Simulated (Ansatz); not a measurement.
Input:

End structure of a constructed model of the (111) surface of fcc Ni, ferromagnetic, a layer of Ir in place of the third plane (bottom of the slab: a bare face, its two planes held):

```
CELL_PARAMETERS angstrom
      2.48857     0.00000     0.00000
     -1.24429     2.15517     0.00000
      0.00000     0.00000    26.50000
ATOMIC_POSITIONS crystal
  Ni 0.33333 0.66667 0.30446
  Ni 0.66667 0.33333 0.38114
  Ni 0.00000 0.00000 0.45798
  Ir 0.33333 0.66667 0.54087
  Ni 0.66667 0.33333 0.62368
  Ni 0.00000 0.00000 0.69957
```

Slab: 6 atoms, 10.4 Å thick at the start (thin: gaps and levels are the slab's own); k 17x17x1, smearing 0.1 eV, dipole-corrected; 2 atoms held, the rest relaxed; held to the start's symmetry, so lower structures may exist; spin-polarised, ending with about 3.3 μB a cell; orders that need a larger cell were not tried, no spin-orbit, no U. In PBE it is, or lies within 0.01 eV a 1x1 cell of, the lowest of the 2 structures of its composition computed so far; larger cells were not tried.

**Question.** Give the work function of the top face at the level PBE in Ansatz (a quantum-chemistry and plane-wave program).

**Answer.** 5.04 eV
